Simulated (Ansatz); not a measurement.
Take ZnO in the wurtzite structure (space group P6_3mc, No. 186) as the base.

```yaml
crystal:
  lattice:
    - [3.23518, 0.00000, 0.00000]
    - [-1.61759, 2.80175, 0.00000]
    - [0.00000, 0.00000, 5.21141]
  atoms:
    - { symbol: Zn, position: [0.66667, 0.33333, 0.00241] }
    - { symbol: Zn, position: [0.33333, 0.66667, 0.50241] }
    - { symbol: O, position: [0.66667, 0.33333, 0.62279] }
    - { symbol: O, position: [0.33333, 0.66667, 0.12279] }
```

Level of theory: DFT with r2SCAN, PAW potentials and a 500 eV plane-wave cutoff in Ansatz (a quantum-chemistry and plane-wave program), no spin-orbit coupling.

Before the change:

- Pressure = 0.00 GPa
- Band gap = 1.24 eV

One thing is altered: an isotropic linear strain of −5.03 %; the atoms relax in the strained cell.

Problem. How does this affect the pressure?

Solution. The pressure (mean of the normal stresses, compression positive) goes from zero to 32.64 GPa.

Problem. Predict the new band gap.

Solution. The band gap goes up by 0.22 eV, from 1.24 eV to 1.46 eV.

Whether these cells are dynamically stable was not tested.
